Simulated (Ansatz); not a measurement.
AlN: pressure series

Consider AlN in the wurtzite structure (space group P6_3mc, No. 186; a = 3.130 Å, c = 5.017 Å).

Cell and atoms are relaxed at each pressure.

All numbers come from PBE (Ansatz, a quantum-chemistry and plane-wave program; PAW; 420 eV plane waves; no spin-orbit coupling), earlier PAW set.

Candidates:
(a) pressure 15 GPa
(b) pressure 30 GPa
(c) pressure 22.5 GPa
(d) pressure 0.9 GPa
(e) pressure −1 GPa

Base values:

The band gap is 4.04 eV.

Problem. Order them by band gap, lowest first.

Solution. (e) pressure −1 GPa (3.99 eV), (d) pressure 0.9 GPa (4.08 eV), (a) pressure 15 GPa (4.60 eV), (c) pressure 22.5 GPa (4.84 eV), (b) pressure 30 GPa (5.06 eV)

Load acts through the strain it causes; cell and atoms are relaxed under it. Stability against distortions was not tested. Measured, AlN leaves this structure (for rock salt) near 14 GPa (temperature not stated; as listed in Datta, Sujoy, Jana, Debnarayan, arXiv (2020)), on rising pressure, with hysteresis.
